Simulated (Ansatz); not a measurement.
PbF2: isotropic strain +1.65 %

The parent structure is PbF$_{2}$ in the fluorite structure (space group Fm-3m, No. 225; a = 6.0007 Å).

Now apply this change: the cell is scaled by 1.0165 in all directions; the atoms relax in the strained cell.

Calculations: Ansatz (a quantum-chemistry and plane-wave program) PBE, no spin-orbit coupling. Γ-centred 10×10×10 mesh, Fermi–Dirac width 0.05 eV.

- Volume per atom = 18.91 Å³ (base 18.01 Å³)
- Space group = Fm-3m (No. 225) (base Fm-3m (No. 225))
- Shortest interatomic distance = 2.641 Å (base 2.598 Å)
- Energy relative to the base (free energy F) = +8.6 meV/atom
- Pressure = -29.1 kbar (base 0.0 kbar)
- Band gap = 4.39 eV (base 4.42 eV)
- Gap character = indirect, L → X (base indirect, W → X)
- Smallest direct gap = 4.55 eV (base 4.56 eV)
- Width of the top valence band = 1.50 eV (base 1.76 eV)
- Electron mass = 2.1 mₑ along k, 0.52 mₑ across (at X) (base 2.5 mₑ along k, 0.51 mₑ across (at X))
- Valley order (the lowest conduction-band minima on the path, energy above the VBM, named in the base's zone) = X along ⟨100⟩ 4.39 eV; L along ⟨111⟩ 4.99 eV; a point along ⟨110⟩, about 0.6 Å⁻¹ from Γ 5.35 eV (base X along ⟨100⟩ 4.42 eV; L along ⟨111⟩ 5.03 eV; a point along ⟨110⟩, about 0.6 Å⁻¹ from Γ 5.40 eV)

Final structure:

```
PbF2
1.0
    0.00000     3.04988     3.04988
    3.04988     0.00000     3.04988
    3.04988     3.04988     0.00000
Pb F
1 2
Direct
  0.00000   0.00000   0.00000
  0.25000   0.25000   0.25000
  0.75000   0.75000   0.75000
```

Spin-orbit coupling, missing from the scalar runs, can matter with Pb. Masses are band curvatures over ±0.01 Å⁻¹ around the edge. Along k means along the line from Γ to the band edge. Stability against distortions was not tested.
